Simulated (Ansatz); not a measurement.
The starting structures come from a database of crystals and need not be the phases stable at ambient conditions.

Consider the following.

```
GaS
1.0
    3.59341     0.00000     0.00000
   -1.79671     3.11199     0.00000
    0.00000     0.00000    15.33094
Ga S
4 4
Direct
  0.00000   0.00000   0.17015
  0.00000   0.00000   0.82985
  0.00000   0.00000   0.67015
  0.00000   0.00000   0.32985
  0.66667   0.33333   0.09931
  0.33333   0.66667   0.90069
  0.33333   0.66667   0.59931
  0.66667   0.33333   0.40069
```

The cell was relaxed by PBE-D3(BJ); by PBEsol it stands under a pressure of -0.8 GPa.

Transport runs along the normal of the first two printed cell vectors, the (001) plane of the conventional cell.

The gap is the functional's own. No spin-orbit coupling. Mid-gap values are those at the computed energy nearest the middle.

### Question
State the band gap and the smallest decay constant κ at mid-gap according to PBEsol (Ansatz, a program for electronic structure).

### Answer
Gap 1.42 eV on a 12×12×2 mesh; κ = 0.121 1/Å, at the zone centre.
